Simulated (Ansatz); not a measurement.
# What uniaxial strain ε_xx = −2.00 % does to Zn

The reference is Zn in the hcp (Mg type) structure (space group P6_3/mmc, No. 194; a = 2.6129 Å, c = 4.7815 Å; relaxed with 0.1 eV smearing). Axes: x lies along a and z along c of the hexagonal cell.

Now apply this change: the cell is compressed by 2.00 % along x with no lateral relaxation, atoms relaxed at fixed cell.

Computed with PBEsol (Ansatz, a first-principles code), scalar-relativistic without spin-orbit coupling. k-mesh 25×25×13 (Γ-centred); smearing 0.1 eV (Fermi–Dirac).

| quantity | base | changed | shift |
|---|---|---|---|
| volume per atom | 14.14 Å³ | 13.85 Å³ | -0.283 Å³ |
| shortest interatomic distance | 2.613 Å | 2.561 Å | -0.052 Å |
| energy relative to the base (free energy F) | 0 meV/atom | +4.0 meV/atom | +4.0 meV/atom |
| pressure (mean of the normal stresses, compression positive) | 0.0 GPa | 2.3 GPa | +2.3 GPa |
| band gap | zero | zero | – |
| stress (xx, yy, zz, yz, xz, xy; compression positive) | – | (4.6, 1.1, 1.2, 0.0, 0.0, 0.0) GPa | – |

Stability against distortions was not tested.
